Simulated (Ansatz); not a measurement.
Converging the plane-wave cutoff: SrSi (Cm, 4 atoms in the cell)

```xyz
4
Lattice="2.4216 -5.6765 0.0000 2.4216 5.6765 0.0000 0.0000 0.0000 4.0680" Properties=species:S:1:pos:R:3 pbc="T T T"
Sr     2.4216     1.5748     1.0670
Sr     2.4216    -1.5748     3.0510
Si     2.4216     4.9532     1.0170
Si     2.4216    -4.9532     3.0510
```

Computed with PBEsol, default PAW files made with PBE (plane waves; Ansatz, a quantum-chemistry and plane-wave program).

Base settings: basis.ecutwfc = 30.9 Ry; kpoints.mp_grid.grid = 5 5 5; hamiltonian.xc = pbesol; hamiltonian.pseudopotentials = {kind: paw} (the program's default PAW files); scf.occupations.method = fermi_dirac; scf.occupations.width = 0.0073 Ry.

The second cell is the first with its lattice scaled by 0.98.

The mesh stays at the base's, so the ladder's end is converged at best in this setting alone.

The first pressure column holds Ansatz's estimate of the finite-basis (Pulay) stress, which hides part of the cutoff error; the other is without it.

Only quantities that move along the ladder and can be compared are tabulated.

The count of work is k-points × plane waves × bands × iterations; it is no time. 

The starting cell comes from a database of computed structures (which also holds hypothetical and non-ambient phases and stackings), without a prior relaxation at this level. Its lattice was rescaled by up to half a per cent. One atom was moved a little off its site on purpose.

```tsv
basis.ecutwfc	free energy less the last step's (meV/atom)	energy of the compressed cell less the first (meV/atom)	pressure (GPa)	pressure without the Pulay estimate (GPa)	largest difference of a force vector from the last step's (eV/Å)	count of work / last
10.7 Ry	1644.40	-8.45	-1.01	-30.24	0.196	0.054
12.5 Ry	734.12	8.37	-0.98	-16.99	0.127	0.068
14 Ry	363.52	5.03	-1.18	-10.48	0.094	0.085
15.4 Ry	186.32	-1.54	-1.61	-6.80	0.056	0.096
16.9 Ry	94.53	-5.82	-1.93	-4.57	0.021	0.11
18.4 Ry	50.93	-6.40	-1.94	-3.38	0.005	0.12
21.7 Ry	13.14	-5.29	-1.86	-2.33	0.004	0.16
24.6 Ry	3.88	-5.83	-1.91	-2.07	0.005	0.19
27.9 Ry	0.90	-6.02	-1.93	-1.97	0.001	0.23
30.9 Ry	0.27	-6.04	-1.93	-1.94	0.000	0.27
33.8 Ry	0.14	-6.04	-1.93	-1.93	0.000	0.30
37.1 Ry	0.11	-6.04	-1.93	-1.93	0.000	0.36
41.5 Ry	0.06	-6.04	-1.93	-1.93	0.000	0.42
46.3 Ry	0.03	-6.04	-1.93	-1.93	0.000	0.49
54 Ry	0.02	-6.04	-1.93	-1.93	0.000	0.62
61.7 Ry	0.01	-6.05	-1.93	-1.93	0.000	0.76
74.2 Ry	0.00	-6.05	-1.93	-1.93	0.000	1.0
```

Coarsest basis.ecutwfc that holds the forces within 0.01 eV/Å of the last step, with all finer ones: 18.4 Ry, at 0.12 of the last step's count of work; the step before is off by 0.021 eV/Å.

Coarsest basis.ecutwfc that holds the energy of the compressed cell less the first within 0.5 meV/atom of the last step, with all finer ones: 24.6 Ry, at 0.19 of the last step's count of work; the step before is off by 0.76 meV/atom.

Coarsest basis.ecutwfc that holds the pressure within 0.05 GPa of the last step, with all finer ones: 24.6 Ry, at 0.19 of the last step's count of work; the step before is off by 0.07 GPa.

The energy difference between the two cells stays within 1 meV/atom of the last step's from 16.9 Ry on, the total only from 27.9 Ry on: much of the error is common to both cells and cancels.

At the lowest cutoff the pressure without the Pulay estimate lies 28.3 GPa under the last step's, the usual sign of Pulay stress in an incomplete plane-wave basis.

Keys are those of Ansatz 0.2.
